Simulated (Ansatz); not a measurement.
Input:

End structure of the (100) surface of bcc W in its 1x1 cell (the real clean face reconstructs), outermost plane spacing 1.59 Å in the ideal cut:

```yaml
crystal:
  lattice:
    - [3.18429, 0.00000, 0.00000]
    - [0.00000, 3.18429, 0.00000]
    - [0.00000, 0.00000, 32.00000]
  atoms:
    - { symbol: W, position: [0.50000, 0.50000, 0.25640] }
    - { symbol: W, position: [0.00000, 0.00000, 0.30026] }
    - { symbol: W, position: [0.50000, 0.50000, 0.35138] }
    - { symbol: W, position: [0.00000, 0.00000, 0.40043] }
    - { symbol: W, position: [0.50000, 0.50000, 0.45040] }
    - { symbol: W, position: [0.00000, 0.00000, 0.50000] }
    - { symbol: W, position: [0.50000, 0.50000, 0.54960] }
    - { symbol: W, position: [0.00000, 0.00000, 0.59957] }
    - { symbol: W, position: [0.50000, 0.50000, 0.64862] }
    - { symbol: W, position: [0.00000, 0.00000, 0.69974] }
    - { symbol: W, position: [0.50000, 0.50000, 0.74360] }
```

Set-up: 11 atoms, 15.9 Å thick at the start; mesh 12x12x1; 0.1 eV smearing; dipole correction on; all atoms relaxed; held to the start's symmetry, so lower structures may exist; no spin, no spin-orbit, no U.

**Question.** What is the computed work function of the top face (PBE (Ansatz, a program for electronic structure))?

**Answer.** 4.10 eV

**Question.** What surface energy (mean of both faces) does PBE give?

**Answer.** 4.01 J/m^2
